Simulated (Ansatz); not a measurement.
# Effect of uniaxial strain ε_zz = +2.00 % on CuI

The parent structure is CuI in the zinc blende structure (space group F-43m, No. 216; a = 6.023 Å). Axes: x, y, z lie along the cube axes.

Now apply this change: uniaxial strain ε_zz = +2.00 %, all other strain components held at zero; the atoms relax in the strained cell.

Method: Ansatz (a program for electronic structure) r2SCAN, no spin-orbit coupling. k-mesh 10×10×10 (Γ-centred); smearing 0.05 eV (Fermi–Dirac).

The volume per atom increases by 0.55 Å³ to 27.86 Å³ and the space group becomes I-4m2 (No. 119) (base: F-43m (No. 216)). The shortest interatomic distance increases by 0.0175 Å (2.608 Å → 2.625 Å) and the energy goes up by 1.9 meV/atom. The pressure (mean of the normal stresses, compression positive) goes from zero to -0.83 GPa and the band gap shrinks by 0.07 eV (1.67 eV → 1.60 eV). The gap character stays direct at Γ and the electron mass stays 0.18 mₑ (at Γ). The valence-band top at Γ (three highest levels, from the VBM) changes from 0.00, 0.00, 0.00 eV to 0.00, 0.00, -0.03 eV and the valley order (the lowest conduction-band minima on the path, energy above the VBM, named in the base's zone) goes from Γ 1.67 eV; L along ⟨111⟩ 2.57 eV; X along ⟨100⟩ 2.90 eV to Γ 1.60 eV; L along [111] 2.53 eV; X along [010] 2.90 eV; X along [001] 2.99 eV. The stress (xx, yy, zz, yz, xz, xy; compression positive) is (-0.70, -0.70, -1.08, 0.00, 0.00, 0.00) GPa.

With I present, leaving out spin-orbit coupling can change the band edges. Effective masses come from finite differences of ±0.01 Å⁻¹. Whether these cells are dynamically stable was not tested. The final runs are not spin-polarised. Labels are those of the standard path for the cell's own space group.
